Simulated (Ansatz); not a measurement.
## BeSe: response to strain

Consider BeSe in the zinc blende structure (space group F-43m, No. 216; a = 5.129 Å).

Strains are applied to the cell and any free atomic positions relax.

The values are results of plane-wave PAW DFT at the PBEsol level (Ansatz, a first-principles code, 420 eV), without spin-orbit coupling, not measurements.

| isotropic strain (%) | band gap (eV) |
|---|---|
| -3 | 2.25 |
| -1.5 | ? |
| 0 | 2.47 |
| 0.5 | 2.50 |
| 1 | 2.53 |
| 1.5 | 2.56 |
| 2 | 2.59 |
| 2.5 | 2.62 |
| 3 | 2.64 |

Question: Fit E_g = E₀ + Dε (ε in %) to the rows shown and predict the withheld row.

Answer: Least squares on the printed values gives E₀ = 2.46 eV, D = 65.5 meV per % of strain (largest residual 0.02 eV); this predicts 2.36 eV, and the run gives 2.36 eV, in agreement.

Stability against distortions was not tested.
